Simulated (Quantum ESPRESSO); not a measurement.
Quantum ESPRESSO is run on Mg14ZrSn (Amm2, 16 atoms in the cell), and the run fails. The aim is a self-consistent single point with DFT, PBEsol, plane waves, SSSP 1.1.2 efficiency (PBE) pseudopotentials.

Cell that was meant: a = 10.4186 Å, b = 6.4624 Å, c = 6.4624 Å, α = 59.03°, β = 90.00°, γ = 90.00°.

Part of the input:

```fortran
&system
    ibrav = 0
    nat = 16
    ntyp = 2
    ecutwfc = 40
    ecutrho = 320
    occupations = 'smearing'
```

Output (repeated stretches shortened):

```
     This program is part of the open-source Quantum ESPRESSO suite
     for quantum simulation of materials; please cite

Warning: card SN   118.7100  SN_PBE_V1.USPP.F.UPF ignored

 %%%%%%%%%%%%%%%%%%%%%%%%%%%%%%%%%%%%%%%%%%%%%%%%%%%%%%%%%%%%%%%%%%%%%%%%%%%%%%
     Error in routine read_cards (16):
     species Sn in ATOMIC_POSITIONS is nonexistent
 %%%%%%%%%%%%%%%%%%%%%%%%%%%%%%%%%%%%%%%%%%%%%%%%%%%%%%%%%%%%%%%%%%%%%%%%%%%%%%

     stopping ...
```

Read the log: what does the program object to, and what is the fix?

The fault is a species count that does not match the list of species. The number of species decides how many lines of the species card are read. To fix it, make the count match the list. The program stopped before any SCF iteration.

The sound input it was made from differs as follows (other fixes are possible):
```diff
-    ntyp = 2
+    ntyp = 3
```

With that input, the run converged in 17 iterations: free energy E − TS -9801.8180 eV; Fermi level (on the code's own zero) 4.66 eV; pressure -2.11 GPa; largest force (vector length) 0.101 eV/Å (DFT, PBEsol, plane waves, SSSP 1.1.2 efficiency (PBE) pseudopotentials).

On the sound input: the starting cell comes from a database of computed structures (which also holds hypothetical and non-ambient phases and stackings), without a prior relaxation at this level. Its lattice was rescaled by a random factor within 2.5 % of one.
